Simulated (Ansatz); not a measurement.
Levels about the gap of amorphous Si30N42Mg3 (75 atoms in a cell of 840 Å³, 2.97 g/cm³; zone centre alone, so wide bands show as single levels with stretches between that a denser mesh fills), at the geometry that PBE relaxed, where it gives 1.8 GPa on a denser mesh. The participation number counts the atoms over which a state spreads; weights are charges in smoothed Voronoi cells. The levels come from a single point, so bond lengths are those of that geometry. Method of the levels: PBE, scalar-relativistic without spin-orbit coupling (Ansatz, an electronic-structure program). Sampling: the zone centre alone; Fermi-Dirac width 0.02 eV; no spin polarisation.

A CHGNet melt-quench gave the starting glass, which DFT then relaxed. N atoms were pushed apart under 1.9 Å during the dynamics, to hinder bonds among them. The hot cell started wider than the set density and was brought back towards it in steps. It is the lowest in DFT energy of 2 quenches. It is a model cell: composition and starting density were chosen by hand, and all elements were melted together. No dispersion term was used. Its density started from a set value of 2.97 and ended at 2.97 g/cm³. Cooling (nominally 380 K/ps over its main leg) ran many orders faster than in experiment, which tends to leave more defects and strain. A cell of this size samples the disorder only roughly. The volume was held where the preparation left it and the shape relaxed, at a PBE pressure of 1.8 GPa. Stress components on the final sampling reach 2.0 GPa.

```
E - E(highest filled), eV  filling  participation number        largest on  weight N  weight Si  weight Mg
-------------------------  -------  --------------------  ----------------  --------  ---------  ---------
-0.42                       filled                  28.2   N, 3 neighbours      0.89       0.11       0.01
-0.32                       filled                  18.7   N, 3 neighbours      0.90       0.09       0.01
-0.30                       filled                  23.6   N, 4 neighbours      0.89       0.10       0.02
-0.23                       filled                  19.6   N, 3 neighbours      0.90       0.09       0.01
-0.20                       filled                  24.5   N, 3 neighbours      0.90       0.09       0.01
-0.01                       filled                  13.1   N, 3 neighbours      0.89       0.10       0.01
0.00                        filled                  14.6   N, 3 neighbours      0.90       0.10       0.01
2.88                         empty                  23.4  Si, 5 neighbours      0.50       0.45       0.05
3.31                         empty                  19.1  Si, 4 neighbours      0.46       0.53       0.01
3.88                         empty                  29.9  Si, 4 neighbours      0.45       0.53       0.03
4.08                         empty                  34.7  Si, 4 neighbours      0.47       0.45       0.08
4.17                         empty                  34.9  Si, 4 neighbours      0.45       0.46       0.08
4.19                         empty                  47.7  Si, 4 neighbours      0.44       0.47       0.10
4.39                         empty                  42.6  Si, 4 neighbours      0.46       0.51       0.03
```

Most localised among these is the filled level at -0.01 eV, on a N atom, which has 3 neighbours (Si 1.66 Å, Si 1.67 Å, Mg 2.00 Å).
